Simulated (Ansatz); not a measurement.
Take MgS in the rock salt structure (space group Fm-3m, No. 225; a = 5.1820 Å) as the base. Axes: x, y, z lie along the cube axes.

The values are results of Kohn–Sham DFT with the PBEsol functional, run in Ansatz (a first-principles code) with PAW and 420 eV plane waves, without spin-orbit coupling, not measurements.

Base values:

The electron mass is 0.53 mₑ along k, 0.29 mₑ across (at X).

Perturbation: the cell is stretched by 1.00 % along z with no lateral relaxation; the atoms relax in the strained cell.

**Question.** Predict the new electron mass, energy relative to the base and stress.

**Answer.** The electron mass changes from 0.53 mₑ along k, 0.29 mₑ across (at X) to 0.52 mₑ along k, 0.29 mₑ across (at X); the energy increases by 0.8 meV/atom; the stress (xx, yy, zz, yz, xz, xy; compression positive) is (-0.40, -0.40, -1.44, 0.00, 0.00, 0.00) GPa.

The levels and masses belong to the bands next to the band gap. Masses are band curvatures over ±0.01 Å⁻¹ around the edge. Along k means along the line from Γ to the band edge. Whether these cells are dynamically stable was not tested.
